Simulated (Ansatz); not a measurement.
The parent structure is Ir in the fcc (Cu type) structure (space group Fm-3m, No. 225; a = 3.845 Å; relaxed with 0.1 eV smearing). Axes: x, y, z lie along the cube axes.

The values are results of r2SCAN (Ansatz, a first-principles code, PAW, no spin-orbit coupling), not measurements.

Before the change:

The shortest interatomic distance comes out as 271.9 pm.

Now apply this change: the cell is stretched by 0.50 % along z with no lateral relaxation; the atoms relax in the strained cell.

Task: Estimate the effect on the energy relative to the base, stress and shortest interatomic distance.

Result: The energy goes up by 0.7 meV/atom; the stress (xx, yy, zz, yz, xz, xy; compression positive) comes out as (-1.2, -1.2, -3.1, 0.0, 0.0, 0.0) GPa; the shortest interatomic distance remains 271.9 pm.

Stability against distortions was not tested. The final runs are not spin-polarised.
